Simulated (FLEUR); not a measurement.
Input and output of a self-consistent single point for MnPt3 (Pm-3m, 4 atoms in the cell) (FLEUR).

Method of the run: PBEsol, all-electron FLAPW (FLEUR), scalar-relativistic valence in FLEUR.

```
CELL_PARAMETERS angstrom
      3.95750     0.00000     0.00000
      0.00000     3.95750     0.00000
      0.00000     0.00000     3.95750
ATOMIC_POSITIONS crystal
  Mn 0.00000 0.00000 0.00000
  Pt 0.00000 0.50000 0.50000
  Pt 0.50000 0.00000 0.50000
  Pt 0.50000 0.50000 0.00000
```
Moments meant for the start (each program seeds them in its own way; μB, in the order of the atoms Mn Pt Pt Pt): 4.0 0.0 0.0 0.0.

Reference input (self-consistent single point, DFT, LDA (Vosko-Wilk-Nusair), all-electron FLAPW (FLEUR), scalar-relativistic valence): Kmax = 4.1 1/bohr; GmaxXC = 16.4 1/bohr; xcFunctional = vwn; jspins = 2; l_soc = F; mode = hist; fermiSmearingEnergy = 0.00367493 Htr; mesh (inpgen div1-3) = 9 9 9; inpgen gamma flag = false; Gmax = 16.4 1/bohr; numbands = 0; maxIterBroyd = 40. This run's input differs from it in these lines:

```diff
@@ -16,3 +16,3 @@
 &comp jspins=2 /
-&exco xctyp='vwn' /
+&exco xctyp='PBEs' /
 &kpt div1=9 div2=9 div3=9 /
@@ -29,3 +29,3 @@
       <coreElectrons ctail="T" frcor="F" kcrel="0" coretail_lmax="0"/>
-      <xcFunctional name="vwn" relativisticCorrections="F"/>
+      <xcFunctional name="PBEs" relativisticCorrections="F"/>
       <magnetism jspins="2"/>
```

The program printed (abridged):

```
 Iteration:     1   Distance:      25.97510410 me/bohr^3
 Iteration:     2   Distance:      16.05022355 me/bohr^3
 Iteration:     3   Distance:      12.51899098 me/bohr^3
 Iteration:     4   Distance:       8.50119114 me/bohr^3
 Iteration:     5   Distance:       6.67945376 me/bohr^3
   [... 12 lines left out ...]
 Iteration:    18   Distance:       0.00035510 me/bohr^3
 Iteration:    19   Distance:       0.00021002 me/bohr^3
 Iteration:    20   Distance:       0.00002486 me/bohr^3
 Iteration:    21   Distance:       0.00000983 me/bohr^3
 Run finished successfully
 Stop message:
   Structural relaxation: Done

[file out, last iteration]
             iter=     22
[...]
          total density-effective poten   -9.9108990379E+04
          total charge density-energy d   -1.1075504477E+03
 Updated energy parameters for spin:           1
 Updated energy parameters for spin:           2
[...]
 fermi energy and band-weighting factors:

[...]
FERMIE:
          first approx. to ef    (T=0)  :   0.466003 htr   (energy of the highest occ. eigenvalue)
          number of occ. states  (T=0)  :       2184
          first approx. to seigv (T=0)  : -25.931621 htr
          sum of weights of occ. states :  63.008230
          sum of semicore charge        :   0.000000 e
FERHIS:  Fermi-Energy by histogram:
          bandgap                     :   0.000576 htr
   [... lines left out ...]
          charge neutrality (T=0)     :   0.008230    (zero if the highest occ. eigenvalue is "entirely" occupied)
     EF_NEWTON:  Adjust Fermi-Energy by Newton-Method.
 Direct bandgap for spin            1 :    3.1634637305720803E-003  Htr
 Direct bandgap for spin            2 :    3.5964664081201136E-003  Htr
 ---->    free energy=                    -56482.3498079648 htr
   [... lines left out ...]
 ***** TOTAL FORCES ON ATOMS *****
 TOTAL FORCE FOR ATOM TYPE=  1  X=  0.000   Y=  0.000   Z=  0.000
                       FX_TOT= 0.000000 FY_TOT= 0.000000 FZ_TOT= 0.000000
 TOTAL FORCE FOR ATOM TYPE=  2  X=  0.000   Y=  3.739   Z=  3.739
                       FX_TOT= 0.000000 FY_TOT= 0.000000 FZ_TOT= 0.000000
 Structural relaxation: Done
```

The run converged in 21 iterations. FLEUR gives forces in its relaxation mode, with a further iteration, so its stop message speaks of a relaxation. Against the reference run the size of the net moment moves little (1.05 to 1.07 μB/atom).

The starting cell comes from a database of computed structures (which also holds hypothetical and non-ambient phases and stackings), without a prior relaxation at this level. Its lattice was rescaled by a random factor within 2.5 % of one. Spin-orbit coupling is off. With one magnetic atom in the cell only a parallel order is possible. Values depend on the basis (sphere radii, cutoffs, local orbitals), which need not be converged. The log's line on a gap gives a spacing of levels on this mesh, which the program prints for metals too.

Cost on one core of a shared machine: roughly 6 min.
